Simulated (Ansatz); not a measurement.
The starting structures come from a database of crystals and need not be the phases stable at ambient conditions.

Inside the gap of an insulator the Bloch states are evanescent, with a wavenumber k + iκ along the transport direction.

Input:

```yaml
crystal:
  lattice:
    - [6.30726, 0.00000, 0.00000]
    - [0.00000, 6.36910, 0.00000]
    - [-0.01822, 0.00000, 8.95189]
  atoms:
    - { symbol: K, position: [0.00000, 0.00000, 0.50000] }
    - { symbol: K, position: [0.50000, 0.50000, 0.00000] }
    - { symbol: Rb, position: [0.99321, 0.46638, 0.74988] }
    - { symbol: Rb, position: [0.00679, 0.53362, 0.25012] }
    - { symbol: Rb, position: [0.50679, 0.96638, 0.75012] }
    - { symbol: Rb, position: [0.49321, 0.03362, 0.24988] }
    - { symbol: Sc, position: [0.00000, 0.00000, 0.00000] }
    - { symbol: Sc, position: [0.50000, 0.50000, 0.50000] }
    - { symbol: F, position: [0.31951, 0.75663, 0.46014] }
    - { symbol: F, position: [0.68049, 0.24337, 0.53986] }
    - { symbol: F, position: [0.18049, 0.25663, 0.03986] }
    - { symbol: F, position: [0.81951, 0.74337, 0.96014] }
    - { symbol: F, position: [0.75663, 0.68461, 0.53249] }
    - { symbol: F, position: [0.24337, 0.31539, 0.46751] }
    - { symbol: F, position: [0.74337, 0.18461, 0.96751] }
    - { symbol: F, position: [0.25663, 0.81539, 0.03249] }
    - { symbol: F, position: [0.93176, 0.97726, 0.21978] }
    - { symbol: F, position: [0.06824, 0.02274, 0.78022] }
    - { symbol: F, position: [0.56824, 0.47726, 0.28022] }
    - { symbol: F, position: [0.43176, 0.52274, 0.71978] }
```

Space group of this cell: P2_1/c. The cell is taken as given.

Transport runs along the normal of the first two printed cell vectors.

No gap correction and no spin-orbit coupling; mid-gap values are interpolated between computed energies.

Q: Predict the band gap and the smallest decay constant κ at mid-gap from r2SCAN run with Ansatz (a quantum-chemistry and plane-wave program).

A: Gap 7.69 eV on a 6×6×4 mesh; κ = 0.531 1/Å, at the zone centre.
